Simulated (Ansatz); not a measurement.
Consider Li2PdO3 (space group C2/m, No. 12; a cell from a computed database, its experimental status unchecked).

```yaml
crystal:
  lattice:
    - [2.55610, -4.42122, 0.00000]
    - [2.55610, 4.42122, 0.00000]
    - [-1.70742, 0.00000, 4.77848]
  atoms:
    - { symbol: Li, position: [0.50000, 0.50000, 0.50000] }
    - { symbol: Li, position: [0.83645, 0.16355, 0.50000] }
    - { symbol: Li, position: [0.16355, 0.83645, 0.50000] }
    - { symbol: Li, position: [0.00000, 0.00000, 0.00000] }
    - { symbol: Pd, position: [0.66673, 0.33327, 0.00000] }
    - { symbol: Pd, position: [0.33327, 0.66673, 0.00000] }
    - { symbol: O, position: [0.26836, 0.26836, 0.76321] }
    - { symbol: O, position: [0.73164, 0.73164, 0.23679] }
    - { symbol: O, position: [0.42529, 0.07783, 0.23407] }
    - { symbol: O, position: [0.57471, 0.92217, 0.76593] }
    - { symbol: O, position: [0.92217, 0.57471, 0.76593] }
    - { symbol: O, position: [0.07783, 0.42529, 0.23407] }
```

Cartesian axes are those of the cell as printed.

Computed with Ansatz (a program for electronic structure) r2SCAN, spin-orbit coupling left out, earlier PAW set.

For the base:

The pressure is 0.00 GPa. The volume per atom is 9.00 Å³.

It is then changed as follows: biaxial strain +4.75 %, plane normal [001], relaxed out of plane (Cartesian); in-plane vectors clamped, the third vector and the atoms free.

Estimate the effect on the energy relative to the base.

The energy rises by 33 meV/atom.

Estimate the effect on the pressure.

The pressure (mean of the normal stresses, compression positive) goes from zero to -7.76 GPa.

What happens to the volume per atom?

The volume per atom grows by 0.60 Å³ (9.00 Å³ → 9.60 Å³).

No phonon test of stability was made.
